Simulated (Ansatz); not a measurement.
We consider GaBiO3 (model structure, started from the tetragonal perovskite type, P4mm, No. 99, 5 atoms in the cell), described by PBE0 (plane waves, PAW; Ansatz, a first-principles code).

Settings: plane-wave cutoff 460 eV, 6×6×6 k mesh, Fermi–Dirac smearing 0.01 eV, scalar-relativistic PAW data made under PBE.

Cell (relaxed with PBEsol):

```yaml
crystal:
  lattice:
    - [3.66637, 0.00000, 0.00000]
    - [0.00000, 3.66637, 0.00000]
    - [0.00000, 0.00000, 4.75574]
  atoms:
    - { symbol: Ga, position: [0.50000, 0.50000, 0.49174] }
    - { symbol: Bi, position: [0.00000, 0.00000, 0.04924] }
    - { symbol: O, position: [0.50000, 0.50000, 0.87502] }
    - { symbol: O, position: [0.50000, 0.00000, 0.34500] }
    - { symbol: O, position: [0.00000, 0.50000, 0.34500] }
```

Question: What does this level give for the band gap, smallest direct gap on the k points sampled and direct gap at Γ?

Answer: 
- band gap: 3.66 eV (on the SCF k mesh)
- smallest direct gap on the k points sampled: 4.45 eV
- direct gap at Γ: 7.09 eV

Note: the relaxation could raise the start's symmetry but not lower it, so the cell can be a saddle point; cell and atoms aren't relaxed at this level (pressure -1.0 GPa).

Spin–orbit coupling is not included; with these elements it can move the gap by several tenths of an eV or more.

Static lattice: no zero-point or thermal effects.

Computing time: around 5 core-minutes (rough).

A model structure was made by putting elements into a prototype or built by hand; it is no filed structure, need not be a known phase, and can be a saddle point held by its symmetry.
